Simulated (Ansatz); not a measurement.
# Short convergence ladders for Ag3Au (I4mm, 4 atoms in the cell)

```yaml
crystal:
  lattice:
    - [-2.05332, 2.05332, 4.08531]
    - [2.05332, -2.05332, 4.08531]
    - [2.05332, 2.05332, -4.08531]
  atoms:
    - { symbol: Ag, position: [0.75000, 0.25000, 0.50000] }
    - { symbol: Ag, position: [0.25000, 0.75000, 0.50000] }
    - { symbol: Ag, position: [0.50612, 0.50612, 0.00000] }
    - { symbol: Au, position: [0.00000, 0.00000, 0.00000] }
```

Base method: PBEsol, default PAW files made with PBE (plane waves; Ansatz, a program for electronic structure).

Base settings: basis.ecutwfc = 420 eV; kpoints.mp_grid.grid = 8 8 8; hamiltonian.xc = pbesol; hamiltonian.pseudopotentials = {kind: paw} (the program's default PAW files); scf.occupations.method = gaussian; scf.occupations.width = 0.1 eV.

The count of work is k-points × plane waves × bands × iterations; it is no time. Core times come from one kind of shared machine, to one figure; runs under 30 s give none.

**The cutoff for other potential files**

Level: DFT, PBEsol, plane waves, harder PAW files (source: ansatz) made with PBE.

In this ladder: hamiltonian.pseudopotentials = {kind: paw, source: ansatz}.

The second cell is the first with its lattice scaled by 0.98.

The mesh stays at the base's, so the ladder's end is converged at best in this setting alone.

The first pressure column holds Ansatz's estimate of the finite-basis (Pulay) stress, which hides part of the cutoff error; the other is without it.

Only quantities that move along the ladder and can be compared are tabulated.

```tsv
basis.ecutwfc	free energy less the last step's (meV/atom)	energy of the compressed cell less the first (meV/atom)	pressure (GPa)	pressure without the Pulay estimate (GPa)	largest difference of a force vector from the last step's (eV/Å)	count of work / last	core time / last (rough)
280 eV	4221.01	-0.87	-6.69	-210.24	0.140	0.11	–
340 eV	800.22	-9.27	-4.63	-52.50	0.030	0.15	–
430 eV	55.54	1.67	-3.48	-7.89	0.000	0.21	–
525 eV	3.14	1.70	-3.48	-3.77	0.000	0.27	–
615 eV	0.84	1.69	-3.48	-3.49	0.000	0.35	–
740 eV	0.44	1.68	-3.48	-3.49	0.000	0.45	0.5
925 eV	0.25	1.67	-3.48	-3.49	0.000	0.65	0.7
1235 eV	0.00	1.66	-3.48	-3.49	0.000	1.0	1
```

Coarsest basis.ecutwfc that holds the energy of the compressed cell less the first within 1 meV/atom of the last step, with all finer ones: 430 eV, at 0.21 of the last step's count of work; the step before is off by 11 meV/atom.

Coarsest basis.ecutwfc that holds the pressure within 0.05 GPa of the last step, with all finer ones: 430 eV, at 0.21 of the last step's count of work; the step before is off by 1.2 GPa.

Coarsest basis.ecutwfc that holds the free energy within 5 meV/atom of the last step, with all finer ones: 525 eV, at 0.27 of the last step's count of work; the step before is off by 56 meV/atom.

The energy difference between the two cells stays within 1 meV/atom of the last step's from 430 eV on, the total only from 615 eV on: much of the error is common to both cells and cancels.

At the lowest cutoff the pressure without the Pulay estimate lies 207 GPa under the last step's, the usual sign of Pulay stress in an incomplete plane-wave basis.

**The relaxed cell against the cutoff**

On Ag₃Au (I4/mmm, 4 atoms in the cell): atoms on their sites.

In this ladder: relax = cell and atoms.

The mesh stays at the base's, so the ladder's end is converged at best in this setting alone.

Only quantities that move along the ladder and can be compared are tabulated.

| basis.ecutwfc | relaxed volume (Å³/atom) | relaxation steps | core time / last (rough) |
|---|---|---|---|
| 250 eV | 16.973 | 28 | 0.9 |
| 295 eV | 16.701 | 14 | 0.6 |
| 355 eV | 16.723 | 8 | 0.5 |
| 420 eV | 16.723 | 6 | 0.5 |
| 505 eV | 16.723 | 6 | 0.6 |
| 630 eV | 16.723 | 6 | 0.7 |
| 840 eV | 16.722 | 6 | 1 |

Coarsest basis.ecutwfc that holds the relaxed volume within 0.017 Å³/atom of the last step, with all finer ones: 355 eV; the step before is off by 0.021 Å³/atom.

At the lowest cutoff the cell relaxes to a volume 1.5 % larger than at the highest. Ansatz relaxes on a stress corrected for the finite basis.

On the base run: the starting cell comes from a database of computed structures (which also holds hypothetical and non-ambient phases and stackings), without a prior relaxation at this level. Its lattice was rescaled by up to half a per cent. One atom was moved a little off its site on purpose.

Left out of this page: 1 run of the series stopped by limits of time or memory.

Keys are those of Ansatz 0.2.
